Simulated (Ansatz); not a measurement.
Consider SiO$_{2}$ (space group P3_221, No. 154; a = 4.949 Å, c = 5.441 Å).

The values are results of Ansatz (an electronic-structure program) PBEsol, no spin-orbit coupling, not measurements.

Strains are applied to the cell and any free atomic positions relax.

One change was made to it. Results:

```tsv
quantity	base	after
electron mass	0.50 mₑ (at Γ)	0.49 mₑ (at Γ)
band gap	5.72 eV	5.83 eV
energy relative to the base (free energy F)	0 meV/atom	+2.9 meV/atom
smallest direct gap	6.03 eV	6.11 eV
largest internal atomic displacement	–	0.087 Å
```

Problem. Name the change that was made.
A. isotropic strain −1.50 %
B. isotropic strain −0.75 %
C. isotropic strain −3.00 %
D. isotropic strain −2.25 %

Solution. A, isotropic strain −1.50 %. For comparison, the band gap in the other runs: isotropic strain −3.00 % gives 5.96 eV; isotropic strain −0.75 % gives 5.78 eV; isotropic strain −2.25 % gives 5.89 eV.

Masses are band curvatures over ±0.01 Å⁻¹ around the edge. Stability against distortions was not tested.
